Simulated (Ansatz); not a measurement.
Take Bi2Te3 in the Bi2Te3 type structure (space group R-3m, No. 166; a = 4.387 Å, c = 30.290 Å (hexagonal axes)) as the base.

Structures relaxed with PBE-D3(BJ)/PAW in Ansatz (a first-principles code), without spin-orbit coupling, earlier PAW set.

Base:

Simulated powder pattern, Co Kα, λ = 1.79026 Å (kinematic, ideal powder, no thermal factors, no anomalous dispersion; the 8 strongest lines at most, above 2 %, up to 2θ = 90°):

```csv
2θ (°),I/Imax (%),hkl
32.29,100,(015)
44.41,39,(1 0 10)
48.16,35,(110)
59.18,19,(205)
67.58,12,(0 2 10)
74.10,16,(1 1 15)
79.67,17,(125)
87.23,13,(2 1 10)
```

Modification: a negative pressure, −1 GPa.

**Question.** How do the reflections move or split?

**Answer.** 
Simulated powder pattern, Co Kα, λ = 1.79026 Å (kinematic, ideal powder, no thermal factors, no anomalous dispersion; the 8 strongest lines at most, above 2 %, up to 2θ = 90°):

```csv
2θ (°),I/Imax (%),hkl
31.97,100,(015)
43.81,38,(1 0 10)
47.79,35,(110)
58.65,19,(205)
66.83,12,(0 2 10)
73.04,15,(1 1 15)
78.93,17,(125)
86.26,12,(2 1 10)
```

The indices refer to the base's conventional cell; one index is shown for lines that coincide.

Load acts through the strain it causes; cell and atoms are relaxed under it. Whether these cells are dynamically stable was not tested.
